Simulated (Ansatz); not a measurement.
**Effect of uniaxial strain ε_zz = −1.73 % on TiC**

Start from TiC in the rock salt structure (space group Fm-3m, No. 225; a = 4.293 Å; relaxed with 0.1 eV smearing). Axes: x, y, z lie along the cube axes.

It is then changed as follows: uniaxial strain ε_zz = −1.73 %, all other strain components held at zero, atoms relaxed at fixed cell.

Method: Kohn–Sham DFT with the PBEsol functional, run in Ansatz (an electronic-structure program) with PAW and 420 eV plane waves, spin-orbit coupling left out, earlier PAW set. Settings: 23×23×23 k-points, 0.1 eV Fermi–Dirac smearing.

```csv
quantity,base,changed,shift
volume per atom,9.89 Å³,9.72 Å³,-0.17 Å³
space group,Fm-3m (No. 225),I4/mmm (No. 139),–
shortest interatomic distance,4.056 bohr,3.986 bohr,-0.070 bohr
energy relative to the base (free energy F),0 meV/atom,+5.5 meV/atom,+5.5 meV/atom
"pressure (mean of the normal stresses, compression positive)",0.0 GPa,5.0 GPa,+5.0 GPa
band gap,zero,zero,–
"stress (xx, yy, zz, yz, xz, xy; compression positive)",–,"(2.2, 2.2, 10.6, 0.0, 0.0, 0.0) GPa",–
```

Stability against distortions was not tested. The final runs are not spin-polarised.
